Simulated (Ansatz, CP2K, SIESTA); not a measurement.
## Code comparison for Hf2Ni (P1, 6 atoms in the cell)

Self-consistent single point, at a second geometry (atoms moved at random). First geometry:

```yaml
crystal:
  lattice:
    - [-3.17787, 3.17787, 2.61804]
    - [3.17787, -3.17787, 2.61804]
    - [3.17787, 3.17787, -2.61804]
  atoms:
    - { symbol: Hf, position: [0.83439, 0.66561, 0.50000] }
    - { symbol: Hf, position: [0.16561, 0.33439, 0.50000] }
    - { symbol: Hf, position: [0.66561, 0.16561, 0.83122] }
    - { symbol: Hf, position: [0.33439, 0.83439, 0.16878] }
    - { symbol: Ni, position: [0.75000, 0.75000, 0.00000] }
    - { symbol: Ni, position: [0.25000, 0.25000, 0.00000] }
```

Second geometry:
```xyz
6
Lattice="-3.1779 3.1779 2.6180 3.1779 -3.1779 2.6180 3.1779 3.1779 -2.6180" Properties=species:S:1:pos:R:3 pbc="T T T"
Hf     1.0244     2.0835     2.5553
Hf     2.1780     1.0936     0.1112
Hf     1.0438     4.2568    -0.0316
Hf     2.1347    -1.1137     2.6220
Ni     0.0150     0.0284     3.8757
Ni    -0.0403     0.0072     1.3395
```

Shared settings, as Ansatz (a quantum-chemistry and plane-wave program) writes them: kpoints.mp_grid.grid = 6 6 6; scf.occupations.method = fermi_dirac; scf.occupations.width = 0.0073 Ry. Potentials and cutoffs stand in the table.

```csv
code,model,ΔF from the first geometry (meV/atom),pressure (GPa),largest force (eV/Å),cutoff
Ansatz,"PBEsol, PAW files made with PBE",25.2,-1.54,1.150,default
SIESTA,"GGA PBEsol, numerical atomic orbitals DZP, PseudoDojo PBEsol standard norm-conserving potentials (rewritten from UPF to PSML)",24.8,-2.59,1.166,grid 300 Ry
CP2K,"PBEsol, GPW, DZVP-MOLOPT-SR-GTH basis, GTH-PBE potentials (GTH_POTENTIALS)",24.6,-1.10,1.162,grid 600 Ry
```

Size of the force on each atom (eV/Å): Sizes of forces hide their directions.

| code | Hf1 | Hf2 | Hf3 | Hf4 | Ni5 | Ni6 |
|---|---|---|---|---|---|---|
| Ansatz | 0.856 | 1.150 | 0.448 | 0.517 | 0.469 | 0.481 |
| SIESTA | 0.883 | 1.166 | 0.485 | 0.539 | 0.441 | 0.468 |
| CP2K | 0.841 | 1.162 | 0.423 | 0.467 | 0.460 | 0.495 |

On Ansatz's run: spin-orbit coupling is off. Spin polarisation is off.

The spread over the programs that give each value: ΔF from the first geometry within 0.6 meV/atom; pressure within 1.49 GPa; largest force within 0.016 eV/Å.

SIESTA and CP2K use small atom-centred bases, whose incompleteness enters pressures, forces and empty levels differently from a plane-wave cutoff. Ansatz's pressure is given at a fixed set of plane waves, as the other plane-wave codes print theirs; with its correction for the finite basis it is -1.48 GPa.

The starting cell comes from a database of computed structures (which also holds hypothetical and non-ambient phases and stackings), without a prior relaxation at this level. For this run, on top of that: atoms moved at random.

Keys are those of Ansatz 0.2.
